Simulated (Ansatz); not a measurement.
The reference is PbTe in the rock salt structure (space group Fm-3m, No. 225; a = 6.5695 Å).

Calculations: PBE in Ansatz (plane waves to 420 eV, PAW, without spin-orbit coupling).

Strains are applied to the cell and any free atomic positions relax.

One change was made to it. Results:

The energy grows by 1.0 meV/atom; the band gap grows by 0.026 eV, from 0.83 eV to 0.85 eV; the hole mass goes from 0.49 mₑ along k, 0.092 mₑ across (at L) to 0.51 mₑ along k, 0.097 mₑ across (at L); the pressure decreases by 0.557 GPa to -0.56 GPa.

### Question
Which of these changes matches the shifts?
(A) isotropic strain −1.00 %
(B) isotropic strain −2.50 %
(C) isotropic strain −3.00 %
(D) isotropic strain +0.50 %
(E) isotropic strain +2.50 %

### Answer
D, isotropic strain +0.50 %. For comparison, the band gap in the other runs: isotropic strain −3.00 % gives 0.63 eV; isotropic strain +2.50 % gives 0.94 eV; isotropic strain −2.50 % gives 0.67 eV; isotropic strain −1.00 % gives 0.77 eV.

With Pb and Te present, leaving out spin-orbit coupling can change the band edges. Masses are band curvatures over ±0.01 Å⁻¹ around the edge. Along k means along the line from Γ to the band edge. Whether these cells are dynamically stable was not tested.

Ansatz is a first-principles code.
